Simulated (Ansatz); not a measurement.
An Ansatz (a program for electronic structure) input (PBE (Ansatz), spin-orbit coupling left out):

Ansatz 0.2 input:
```yaml
crystal:
  lattice:
    - [-2.0789256606, 2.0789256606, 8.8841589708]
    - [2.0789256606, -2.0789256606, 8.8841589708]
    - [2.0789256606, 2.0789256606, -8.8841589708]
  atoms:
    - { symbol: As, position: [0.9080629332, 0.4080629332, 0.5] }
    - { symbol: As, position: [0.25, 0.75, 0.5] }
    - { symbol: As, position: [0.5919370668, 0.0919370668, 0.5] }
    - { symbol: Ga, position: [0.6705944575, 0.6705944575, 0] }
    - { symbol: In, position: [0, 0, 0] }
    - { symbol: Ga, position: [0.3294055425, 0.3294055425, 0] }
basis: { ecutwfc: 420, ecutrho_ratio: 4, xc_grid: 2, fft_grid_basis: typed }
kpoints: { mp_grid: { grid: [11, 11, 11] } }
hamiltonian:
  xc: pbe
  dispersion: none
  pseudopotentials: { kind: paw }
scf: { occupations: { method: fermi_dirac, width: 0.05 }, convergence: { dr2_threshold: 0.0000000006 } }
output: { forces: true, stress: true }
checkpoint: { write: state.ck, write_every: 1000 }
```

**Question.** Which symmetry and how many k-points will the program report, and about how many plane waves at Γ?

**Answer.** Space group I-4m2 (ITA 119) with 8 operations, k-points 126 of 1331, and 3001 plane waves at Γ.

Each cell is one ordered arrangement of few atoms, which overstates ordering effects compared with a random alloy. No phonon test of stability was made. The final runs are not spin-polarised. The cell was made from GaAs by this change: x(In) = 0.333, 6 atoms, I-4m2.
